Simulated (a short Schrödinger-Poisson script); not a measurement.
Stack: gated In0.52Al0.48As/In0.53Ga0.47As modulation-doped gas in a quantum well, at 77 K.

| layer | material | thickness (nm) | Nd (cm⁻³) | Na (cm⁻³) |
|---|---|---|---|---|
| 1 | In0.52Al0.48As | 15 | - | - |
| 2 | In0.52Al0.48As | 40 | 8.4e17 | - |
| 3 | In0.52Al0.48As | 3 | - | - |
| 4 | In0.53Ga0.47As | 8 | - | - |
| 5 | In0.52Al0.48As | 4000 | - | 6e14 |

The device is made up for the run: typed textbook-type constants, with dimensions and the other settings drawn at random. In0.52Al0.48As: permittivity 12.5, conduction-band edge (eV) 0.52, gap (eV) 1.45, electron mass (mₑ) 0.075, Nv at 300 K (cm⁻³) 1.1e19. In0.53Ga0.47As: permittivity 13.9, conduction-band edge (eV) 0, gap (eV) 0.74, Nv at 300 K (cm⁻³) 7.7e18.

Channel valleys (confinement mass, in-plane density-of-states mass, number): Γ 0.041, 0.041, 1. At the gate the conduction-band edge of layer 1 lies 0.65 eV − eVg above the Fermi level of the channel; the field vanishes at the back. Donor level 0.02 eV below the band edge. The barrier under the gate holds no holes. Gaps are held at their typed values at every temperature. Mesh 0.08 nm at interfaces.

From a short Schrödinger-Poisson script (our own, NumPy): 1D Poisson equation in equilibrium, electrons quantum, Hartree (BenDaniel-Duke, 40 states a valley, the channel's in-plane mass for all, wave functions free to enter the barrier), parabolic valleys, classical holes, donors ionised by Fermi statistics, acceptors fully, no traps, pinning or gate leakage.

The same stack at other levels of the model or other numerical settings:

```csv
run,sheet density of all electrons at Vg = 0.4 V (cm⁻²),sheet density of all electrons at Vg = -1.1 V (cm⁻²),capacitance at Vg = 0.4 V (μF/cm²),centroid of the channel electrons at Vg = 0.4 V (nm),rough cost against the base
base,1.50e12,3.48e11,0.452,3.64,about 1
"electrons treated as classical, Boltzmann",?,?,0.448,1.10,0.02
"electrons treated as classical, Fermi-Dirac",1.55e12,3.90e11,0.452,?,0.1
"electrons treated as quantum, Hartree plus LDA exchange-correlation",1.53e12,3.59e11,0.452,3.62,about 1
mesh six times as coarse,1.49e12,3.47e11,0.452,3.62,0.2
one subband a valley,1.49e12,3.48e11,0.452,3.64,0.2
```

Question: Fill in the missing entries.

Answer: 
- electrons treated as classical, Boltzmann, sheet density of all electrons at Vg = 0.4 V (cm⁻²): 1.94e12
- electrons treated as classical, Boltzmann, sheet density of all electrons at Vg = -1.1 V (cm⁻²): 4.40e11
- electrons treated as classical, Fermi-Dirac, centroid of the channel electrons at Vg = 0.4 V (nm): 3.45

The classical rows ignore confinement, and Boltzmann statistics overrate the density once the band edge passes the Fermi level.
